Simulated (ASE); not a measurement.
Pair distribution function (B-B) of CaB6 (CaB6 type), cell Ca8B48, started from the crystal [in the run: it stayed crystalline; mean temperature 298 K (target 300 K); density 2.44 g/cm³], from MD at 298 K. Computed with the machine-learned potential CHGNet 0.3.0 run with ASE. Volume per atom 10.21 Å³, mean pressure 0.1 GPa. 

```json
[
 {"r (Å)": "1.02", "g(r)": "0.00"},
 {"r (Å)": "1.06", "g(r)": "0.00"},
 {"r (Å)": "1.10", "g(r)": "0.00"},
 {"r (Å)": "1.14", "g(r)": "0.00"},
 {"r (Å)": "1.18", "g(r)": "0.00"},
 {"r (Å)": "1.22", "g(r)": "0.00"},
 {"r (Å)": "1.26", "g(r)": "0.00"},
 {"r (Å)": "1.30", "g(r)": "0.00"},
 {"r (Å)": "1.34", "g(r)": "0.00"},
 {"r (Å)": "1.38", "g(r)": "0.00"},
 {"r (Å)": "1.42", "g(r)": "0.00"},
 {"r (Å)": "1.46", "g(r)": "0.00"},
 {"r (Å)": "1.50", "g(r)": "0.00"},
 {"r (Å)": "1.54", "g(r)": "0.00"},
 {"r (Å)": "1.58", "g(r)": "0.26"},
 {"r (Å)": "1.62", "g(r)": "2.09"},
 {"r (Å)": "1.66", "g(r)": "5.55"},
 {"r (Å)": "1.70", "g(r)": "7.99"},
 {"r (Å)": "1.74", "g(r)": "8.92"},
 {"r (Å)": "1.78", "g(r)": "7.61"},
 {"r (Å)": "1.82", "g(r)": "4.52"},
 {"r (Å)": "1.86", "g(r)": "1.67"},
 {"r (Å)": "1.90", "g(r)": "0.46"},
 {"r (Å)": "1.94", "g(r)": "0.10"},
 {"r (Å)": "1.98", "g(r)": "0.01"},
 {"r (Å)": "2.02", "g(r)": "0.00"},
 {"r (Å)": "2.06", "g(r)": "0.00"},
 {"r (Å)": "2.10", "g(r)": "0.00"},
 {"r (Å)": "2.14", "g(r)": "0.00"},
 {"r (Å)": "2.18", "g(r)": "0.00"},
 {"r (Å)": "2.22", "g(r)": "0.00"},
 {"r (Å)": "2.26", "g(r)": "0.00"},
 {"r (Å)": "2.30", "g(r)": "0.00"},
 {"r (Å)": "2.34", "g(r)": "0.02"},
 {"r (Å)": "2.38", "g(r)": "0.11"},
 {"r (Å)": "2.42", "g(r)": "0.51"},
 {"r (Å)": "2.46", "g(r)": "1.10"},
 {"r (Å)": "2.50", "g(r)": "1.18"},
 {"r (Å)": "2.54", "g(r)": "0.67"},
 {"r (Å)": "2.58", "g(r)": "0.20"},
 {"r (Å)": "2.62", "g(r)": "0.04"},
 {"r (Å)": "2.66", "g(r)": "0.00"},
 {"r (Å)": "2.70", "g(r)": "0.00"},
 {"r (Å)": "2.74", "g(r)": "0.00"},
 {"r (Å)": "2.78", "g(r)": "0.00"},
 {"r (Å)": "2.82", "g(r)": "0.00"},
 {"r (Å)": "2.86", "g(r)": "0.00"},
 {"r (Å)": "2.90", "g(r)": "0.01"},
 {"r (Å)": "2.94", "g(r)": "0.04"},
 {"r (Å)": "2.98", "g(r)": "0.18"},
 {"r (Å)": "3.02", "g(r)": "0.63"},
 {"r (Å)": "3.06", "g(r)": "1.54"},
 {"r (Å)": "3.10", "g(r)": "2.95"},
 {"r (Å)": "3.14", "g(r)": "4.01"},
 {"r (Å)": "3.18", "g(r)": "4.07"},
 {"r (Å)": "3.22", "g(r)": "3.00"},
 {"r (Å)": "3.26", "g(r)": "1.64"},
 {"r (Å)": "3.30", "g(r)": "0.64"},
 {"r (Å)": "3.34", "g(r)": "0.20"},
 {"r (Å)": "3.38", "g(r)": "0.05"},
 {"r (Å)": "3.42", "g(r)": "0.01"},
 {"r (Å)": "3.46", "g(r)": "0.00"},
 {"r (Å)": "3.50", "g(r)": "0.00"},
 {"r (Å)": "3.54", "g(r)": "0.00"},
 {"r (Å)": "3.58", "g(r)": "0.00"},
 {"r (Å)": "3.62", "g(r)": "0.00"},
 {"r (Å)": "3.66", "g(r)": "0.00"},
 {"r (Å)": "3.70", "g(r)": "0.00"},
 {"r (Å)": "3.74", "g(r)": "0.00"},
 {"r (Å)": "3.78", "g(r)": "0.00"},
 {"r (Å)": "3.82", "g(r)": "0.00"},
 {"r (Å)": "3.86", "g(r)": "0.02"},
 {"r (Å)": "3.90", "g(r)": "0.09"},
 {"r (Å)": "3.94", "g(r)": "0.24"},
 {"r (Å)": "3.98", "g(r)": "0.54"},
 {"r (Å)": "4.02", "g(r)": "1.01"},
 {"r (Å)": "4.06", "g(r)": "1.69"},
 {"r (Å)": "4.10", "g(r)": "2.41"}
]
```

**Question.** State where the first shell ends and the number of neighbours in it.

**Answer.** g is nil from 2.0 to 2.3 Å, so any cut there serves; 5.0 B round each B in the shell, from n = 4πρ∫r²g(r)dr.
